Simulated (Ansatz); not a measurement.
Start from ZnO in the wurtzite structure (space group P6_3mc, No. 186).

```xyz
4
Lattice="3.1869 0.0000 0.0000 -1.5935 2.7600 0.0000 0.0000 0.0000 5.1526" Properties=species:S:1:pos:R:3 pbc="T T T"
Zn     0.0000     1.8400     0.0092
Zn     1.5935     0.9200     2.5855
O      0.0000     1.8400     1.9590
O      1.5935     0.9200     4.5353
```

Cartesian axes are those of the cell as printed.

All numbers come from plane-wave PAW DFT at the LDA level (Ansatz, a first-principles code, 420 eV), no spin-orbit coupling.

Strains are applied to the cell and any free atomic positions relax.

One change was made to it. Results:

```csv
quantity,base,after
energy relative to the base (free energy F),0 meV/atom,+4.5 meV/atom
"valence-band top at Γ (three highest levels, from the VBM)","0.00, 0.00, -0.11 eV","0.00, -0.06, -0.14 eV"
shortest interatomic distance,1.944 Å,1.927 Å
```

Task: Which of these changes matches the shifts?
(A) uniaxial strain ε_xx = −2.40 %
(B) uniaxial strain ε_xx = −1.20 %
(C) uniaxial strain ε_xx = −3.00 %

Result: A, uniaxial strain ε_xx = −2.40 %. For comparison, the energy relative to the base in the other runs: uniaxial strain ε_xx = −1.20 % gives +1.1 meV/atom; uniaxial strain ε_xx = −3.00 % gives +7.1 meV/atom.

The levels and masses belong to the bands next to the band gap. Whether these cells are dynamically stable was not tested.
